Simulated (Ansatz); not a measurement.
Ti on the (0001) surface of 4H silicon carbide (H on every top atom; a constructed slab, bottom: 1 H on 1 bottom sites), one in a cell of 33 Å², energies for each. Energies are against an atom of hcp Ti, without zero-point or thermal terms; each row is named by its start. No converged result for: 1 more start.

Host crystal: 4H silicon carbide, with a band gap (PBE, scalar-relativistic without spin-orbit coupling).

Computed with PBE (plane waves to 420 eV, PAW; Ansatz, a quantum-chemistry and plane-wave program).

Model: 41-atom slab, 10.8 Å thick at the start with caps and adatoms under the adsorbate (thin: gaps and levels are the slab's own), 4x4x1 mesh, Fermi-Dirac 0.01 eV, dipole correction, 20 atoms held, the rest relaxed; each run with such symmetry as its start has; spin-polarised, no spin-orbit, no U, no dispersion correction.

A negative adsorption energy means that the adsorbate is more stable on the surface than in its reference. Starts that drift may end in the same place. Heights count from the host atoms within 0.3 Å of the top one. Moments of ungapped slabs depend on the mesh.

```json
[
 {"starting site": "hollow H-H-H over C at depth 2.1 Å", "E_ads (eV)": "3.55", "height (Å)": "0.14", "nearest host atom (Å)": "H 1.85", "bonded to": "C + 3 H + 3 Si", "change of the vacuum step (eV)": "-1.71", "lateral drift (Å)": "0.0", "moment (μB)": "0.0"},
 {"starting site": "hollow H-H-H over C at depth 7.2 Å", "E_ads (eV)": "4.20", "height (Å)": "0.79", "nearest host atom (Å)": "H 1.97", "bonded to": "3 H + 3 Si", "change of the vacuum step (eV)": "-0.33", "lateral drift (Å)": "0.0", "moment (μB)": "3.6"},
 {"starting site": "bridge H-H (span 3.1 Å)", "E_ads (eV)": "4.16", "height (Å)": "0.67", "nearest host atom (Å)": "H 1.95", "bonded to": "3 H + 3 Si", "change of the vacuum step (eV)": "-0.56", "lateral drift (Å)": "0.9", "moment (μB)": "3.6"}
]
```
